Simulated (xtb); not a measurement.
xtb 6.7.1, GFN2-xTB: [CH2]CCOC(C)=O, charge 0, multiplicity 2, 16 atoms. The geometry is a generated start, not checked to be a minimum at this level.

```
Item                                                                                                           Result
------------------------  -------------------------------------------------------------------------------------------
method                                                                                                       GFN2-xTB
--acc                                                                                                     1 (default)
--etemp (K)                                                                                             300 (default)
detailed input (--input)  none: ANC optimiser, Lindh (1995) Hessian, microcycle=20, maxdispl=1.0, hlow=0.01 (default)
basis functions                                                                                                    37
valence electrons                                                                                                  41
```

```xyz
16

C     -2.9326     0.8651    -0.0392
C     -1.6010     0.6819     0.5569
C     -0.6568    -0.1074    -0.3513
O      0.6588    -0.0349     0.1997
C      1.6083    -0.7511    -0.4143
C      2.9442    -0.5657     0.2547
O      1.4003    -1.4419    -1.3759
H     -3.8106     0.8847     0.5712
H     -3.0337     1.0497    -1.0902
H     -1.6731     0.1902     1.5292
H     -1.1200     1.6579     0.7332
H     -0.6432     0.3146    -1.3616
H     -0.9603    -1.1570    -0.4226
H      3.3382    -1.5380     0.5410
H      2.8454     0.0729     1.1264
H      3.6362    -0.1211    -0.4573
```

Charge 0 and multiplicity 2 are set for this test and not shown to be the ground state. GFN-xTB has no spin term: --uhf 1 sets the occupations alone.

The structure is relaxed from this start with --opt LEVEL for the levels crude, sloppy, loose, lax, normal, tight, vtight, extreme, once each. Up to the end of the extreme run atoms move by at most 0.69 Å along an axis.

Question: Choose the cheapest level whose final energy lies within 5 meV of that of extreme.

Answer: normal: 19 cycles against 52, ending 0.35 meV above.

```
level    cycles  energy above the extreme run (meV)  gradient norm (eV/Å)
-------  ------  ----------------------------------  --------------------
crude         1                                 9.1                  0.13
sloppy        1                                 9.1                  0.13
loose         1                                 9.1                  0.13
lax           1                                 9.1                  0.13
normal       19                                0.35                 0.037
tight        23                                0.20                0.0051
vtight       36                               0.079                0.0033
extreme      52                                   —                0.0014
```
